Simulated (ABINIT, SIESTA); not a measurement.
A SIESTA input for a self-consistent single point of GaP (F-43m, 2 atoms in the cell) (DFT, GGA PBE, numerical atomic orbitals TZP, PseudoDojo PBE standard norm-conserving potentials (rewritten from UPF to PSML)):

```
# files in the folder: Ga.psml P.psml (PseudoDojo PBE standard)
SystemName  GaP
SystemLabel gap

NumberOfAtoms                2
NumberOfSpecies              2
%block ChemicalSpeciesLabel
  1 31 Ga
  2 15 P
%endblock ChemicalSpeciesLabel
LatticeConstant              3.776657 Ang
%block LatticeVectors
     0.000000000    0.707106841    0.707106841
     0.707106841    0.000000000    0.707106841
     0.707106841    0.707106841    0.000000000
%endblock LatticeVectors
AtomicCoordinatesFormat      Fractional
%block AtomicCoordinatesAndAtomicSpecies
     0.000000000    0.000000000    0.000000000  1
     0.250000000    0.250000000    0.250000000  2
%endblock AtomicCoordinatesAndAtomicSpecies

XC.functional                GGA
XC.authors                   PBE
PAO.BasisSize                TZP
PAO.EnergyShift              0.01 Ry
MeshCutoff                   350 Ry
%block kgrid.MonkhorstPack
    5   0   0  0.0
    0   5   0  0.0
    0   0   5  0.0
%endblock kgrid.MonkhorstPack
OccupationFunction           FD
ElectronicTemperature        10.0 meV

MaxSCFIterations             150
SCF.Mixer.Method             Pulay
SCF.Mixer.Weight             0.1
SCF.Mixer.History            6
SCF.DM.Tolerance             1.0E-04
Diag.ParallelOverK           true
WriteForces                  true
```

Translate this input to ABINIT.

This is the input that was run; spellings and numerical settings could be chosen otherwise.

```
# GaP, PseudoDojo nc-sr-05 PBE standard
pp_dirpath "./"
pseudos "Ga.upf, P.upf"
acell 3*1.0 Angstrom
rprim
        -0.0000000000    2.6705000000    2.6705000000
         2.6705000000   -0.0000000000    2.6705000000
         2.6705000000    2.6705000000   -0.0000000000
natom 2
ntypat 2
znucl 31 15
typat 1 2
xred
         0.0000000000    0.0000000000    0.0000000000
         0.2500000000    0.2500000000    0.2500000000
ecut 40
ixc 11
occopt 3
tsmear 0.00036749
nband 14
kptopt 1
ngkpt 5 5 5
nshiftk 1
shiftk 0 0 0
nstep 80
toldfe 1.0e-09
prtwf 0
prtden 0
enunit 2
```

Basis settings and potentials, where a program has them, do not carry over. This input uses DFT, PBE, plane waves, norm-conserving pseudopotentials (PseudoDojo nc-sr-05 PBE standard).

The starting cell has typed, rounded lattice constants, without a prior relaxation at this level. For this run, on top of that: lattice scaled by 0.98.
